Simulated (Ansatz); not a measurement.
Base system: MgSe in the rock salt structure (space group Fm-3m, No. 225).

```
MgSe
1.0
    0.00000     2.72489     2.72489
    2.72489     0.00000     2.72489
    2.72489     2.72489     0.00000
Se Mg
1 1
Cartesian
  0.00000   0.00000   0.00000
  2.72489   2.72489   2.72489
```

All numbers come from PBEsol (Ansatz, an electronic-structure program; PAW; 420 eV plane waves; no spin-orbit coupling).

Carriers are added at fixed cell with a uniform background; the Fermi–Dirac width is that of 300 K.

One change was made to it. Results:

| quantity | base | after |
|---|---|---|
| Fermi level relative to the doped band's edge (positive inside the band; to 0.05 eV) | – | +0.95 eV |
| gap between the host's bands | 1.78 eV | 1.78 eV |
| gap character | indirect, Γ → X | indirect, Γ → X |

Task: Which change produced these results?
(A) electrons 3.0×10^21 cm⁻³
(B) electrons 7.0×10^21 cm⁻³
(C) electrons 1.0×10^22 cm⁻³
(D) holes 7.0×10^20 cm⁻³
(E) electrons 7.0×10^20 cm⁻³

Result: A, electrons 3.0×10^21 cm⁻³. For comparison, the Fermi level from band edge in the other runs: holes 7.0×10^20 cm⁻³ gives +0.05 eV; electrons 1.0×10^22 cm⁻³ gives +1.70 eV; electrons 7.0×10^20 cm⁻³ gives +0.40 eV; electrons 7.0×10^21 cm⁻³ gives +1.45 eV.

Carriers are added with a uniform compensating background; total energy and stress of such cells depend on the potential's zero and are not compared; many-body gap narrowing is missing at this level. No phonon test of stability was made.
